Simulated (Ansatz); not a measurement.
The reference is CdTe in the rock salt structure (space group Fm-3m, No. 225; a = 6.000 Å; relaxed with 0.1 eV smearing). Axes: x, y, z lie along the cube axes.

One thing is altered: a pure shear with ε_xy = ε_yx = 0.0038, atoms relaxed at fixed cell.

Levels (all Ansatz, an electronic-structure program, PAW): PBEsol (420 eV, no SOC); r2SCAN (500 eV, without spin-orbit coupling).

The geometry is relaxed with PBEsol.

| Item | Value |
|---|---|
| PBEsol pressure | 0.0 GPa |

With r2SCAN at the same geometry, the pressure goes from zero to 2.4 GPa.

Single points use the geometry relaxed with PBEsol. Their cutoffs differ, which shifts pressures a little. The cells carry an imposed strain or load. Stability against distortions was not tested. The final runs are not spin-polarised. This is not the structure that CdTe has at room temperature and ambient pressure.
